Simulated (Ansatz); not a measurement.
Start from MoTe2 (space group P6_3/mmc, No. 194; a = 3.497 Å, c = 13.696 Å; layered, stacked along the Cartesian z axis).

Level of theory: Ansatz (an electronic-structure program), PBE-D3(BJ), PAW, cutoff 420 eV, spin-orbit coupling left out.

Before the change:

| Property | Result |
|---|---|
| Band gap | 0.60 eV |
| Lattice parameter a | 3.497 Å |
| c/a ratio | 3.917 |

It is then changed as follows: a hydrostatic pressure of 7.5 GPa.

Problem. Estimate the effect on the band gap, lattice parameter a and c/a ratio.

Solution. The band gap changes from 0.60 eV to zero; the lattice parameter a drops by 0.104 Å, from 3.497 Å to 3.393 Å; the c/a ratio shrinks by 0.074, from 3.917 to 3.843.

Spin-orbit coupling, missing from the scalar runs, can matter with Te. Load acts through the strain it causes; cell and atoms are relaxed under it. Whether these cells are dynamically stable was not tested. Competing high-pressure phases were not computed. The final runs are not spin-polarised. Gaps under 0.05 eV, about the width of the smearing, are given as zero. The program warned that a D3 coordination switch lies within reach, so dispersion energies are less smooth here. The zero or small gap of MoTe2 under pressure 7.5 GPa can change with the level of theory.
